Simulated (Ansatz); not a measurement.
A (9,0) AlN nanotube has 36 atoms in a period of 5.383 Å, a mean diameter of 9.06 Å, and lies 47 meV/atom over the flat sheet relaxed at the same level.

Computed with PBE (plane waves to 420 eV, PAW; Ansatz, a program for electronic structure). Mesh 1×1×6. No spin polarisation. Isolated but for its images some 11 Å away. A hypothetical model, rolled from the flat sheet. It keeps the symmetry and period of its start, so it need not be a minimum against all distortions.

Task: Which bending rigidity of the sheet does this imply in the thin-plate picture?

Result: A plate bent to radius R stores D/(2R²) an area. The area an atom is π × 9.06 × 5.383/36 = 4.26 Å², so the stored energy is 0.047/4.26 = 0.0110 eV/Å². With R = 4.530 Å, D = 2R² × 0.0110 = 0.45 eV.
